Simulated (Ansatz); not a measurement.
**Effect of pressure 0.9 GPa on hypothetical fluorite TaGe2**

Consider TaGe2 in the fluorite structure (space group Fm-3m, No. 225; a = 6.230 Å; a hypothetical phase, not in the database extracts checked).

Modification: a hydrostatic pressure of 0.9 GPa.

Level of theory: r2SCAN (Ansatz, an electronic-structure program; PAW; 500 eV plane waves; scalar-relativistic without spin-orbit coupling). k-mesh 13×13×13 (Γ-centred); smearing 0.05 eV (Fermi–Dirac).

The volume per atom shrinks by 0.16 Å³, from 20.15 Å³ to 19.99 Å³ and the lattice parameter a drops by 0.017 Å, from 6.230 Å to 6.213 Å. The shortest interatomic distance decreases by 0.0073 Å (2.698 Å → 2.690 Å) and the enthalpy H = E + PV relative to the base's energy amounts to +0.11 eV/atom. The band gap stays zero.

Load acts through the strain it causes; cell and atoms are relaxed under it. Whether these cells are dynamically stable was not tested. All final runs are without spin polarisation. An odd electron count without spin: TaGe2. TaGe2 has a high density of states at the Fermi level and may be magnetic at this level.
